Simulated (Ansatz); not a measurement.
A relaxation of cell and atoms of Ag (Fm-3m, 1 atom in the cell) with Ansatz (an electronic-structure program).

Method: PBE (plane waves, PAW; Ansatz).

The change in words: atoms on their sites; basis.ecutwfc: 420 eV → 250 eV; relax: default → cell and atoms. Reference geometry:
```
Ag
1.0
    0.00000     2.05523     2.05523
    2.05523     0.00000     2.05523
    2.05523     2.05523     0.00000
Ag
1
Direct
  0.00000   0.00000   0.00000
```

Reference input (self-consistent single point, DFT, PBE, plane waves, default PAW files): basis.ecutwfc = 420 eV; kpoints.mp_grid.grid = 14 14 14; hamiltonian.xc = pbe; hamiltonian.pseudopotentials = {kind: paw} (the program's default PAW files); scf.occupations.method = fermi_dirac; scf.occupations.width = 0.1 eV. This run's input differs from it in these lines:

Ansatz 0.2 input:
```diff
@@ -8,3 +8,3 @@
 basis:
-  ecutwfc: 420.0
+  ecutwfc: 250.0
 kpoints:
@@ -16,2 +16,4 @@
   occupations: { method: fermi_dirac, width: 0.1 }
+relax:
+  cell: {}
 output:
```

Output, abridged:

```
   [... SCF lines of the steps left out ...]
relax step   1: F+E_penalty+E_count = -7589.26084114 eV  Δ(F+E_penalty+E_count) = +0.000e0 eV  max|allowed force component| = 0.000e0 eV/Å  Δτ_max = 0.0000 Å  P = +4.300 GPa  Ω = 17.362 Å³  (6 SCF iters, dr2 threshold 1.00e-7 eV, accepted)
relax step   2: F+E_penalty+E_count = -7588.34957669 eV  Δ(F+E_penalty+E_count) = +9.113e-1 eV  max|allowed force component| = 0.000e0 eV/Å  Δτ_max = 0.0000 Å  P = -47.453 GPa  Ω = 18.726 Å³  energy of the carried Pulay correction = -7.296e-1 eV  (6 [...]
   [... lines left out ...]
relax step  23: F+E_penalty+E_count = -7589.25606521 eV  Δ(F+E_penalty+E_count) = +6.893e-3 eV  max|allowed force component| = 0.000e0 eV/Å  Δτ_max = 0.0000 Å  P = +0.000 GPa  Ω = 18.168 Å³  energy of the carried Pulay correction = -6.897e-3 eV  (4 [...]
relax step  24: F+E_penalty+E_count = -7589.26468879 eV  Δ(F+E_penalty+E_count) = -8.624e-3 eV  max|allowed force component| = 0.000e0 eV/Å  Δτ_max = 0.0000 Å  P = +0.045 GPa  Ω = 18.168 Å³  stress off target by 4.55e-2 GPa  SCF on the basis [...]
basis re-selected at this cell: Δ(F+E_penalty+E_count) = -8.624e-3 eV, ΔP = +0.045 GPa vs the last step
Stability not checked: this state was not tested for a lower state beside it, because too few of the mixer's solves of this state at the end of the SCF gave a …
Free energy (F): -7589.264689 eV
Internal energy: -7589.255136 eV  (E = F + TS)
E sigma→0 (E₀):  -7589.259913 eV
Entropy (-TS):   -0.009552 eV (-9.552 meV/atom)
Fermi energy:    15.924738 eV
--- Forces (eV/Å), atoms counted from 1 ---
  atom   1  Ag    -0.00000000     0.00000000     0.00000000
   [... lines left out ...]
to start a new deck from the relaxed geometry:
  cell:  # Å, volume = 18.1682 Å³
    - [-1.8064686136355742e-33, 2.086543600403225, 2.086543600403225]
    - [2.086543600403225, -1.7897494289565166e-33, 2.086543600403225]
    - [2.086543600403225, 2.086543600403225, -5.151102664505386e-34]
  atoms:
    - { symbol: Ag, position: [0.0, 0.0, 0.0] }
```

The run converged. 

Summary of the result:
```
Property                                                                                                               Result
-----------------------------------------------  ----------------------------------------------------------------------------
Free energy E − TS (on the zero of these files)                                                                 -7589.2647 eV
Fermi level (on the code's own zero)                                                                                 15.92 eV
Pressure                                                                                                             0.05 GPa
Final cell                                       a = 2.9508 Å, b = 2.9508 Å, c = 2.9508 Å, α = 60.00°, β = 60.00°, γ = 60.00°
Final volume per atom                                                                                                18.17 Å³
Relaxation steps                                                                                                           24
```

The starting cell has typed, rounded lattice constants, without a prior relaxation at this level. Its lattice was rescaled by up to half a per cent. The relaxation keeps the symmetry of its start, so its end need not be a minimum. Ansatz's pressure includes its estimate of the finite-basis (Pulay) stress. Without the estimate this run gives -85.42 GPa. The cutoff lies below the one recommended for these files.
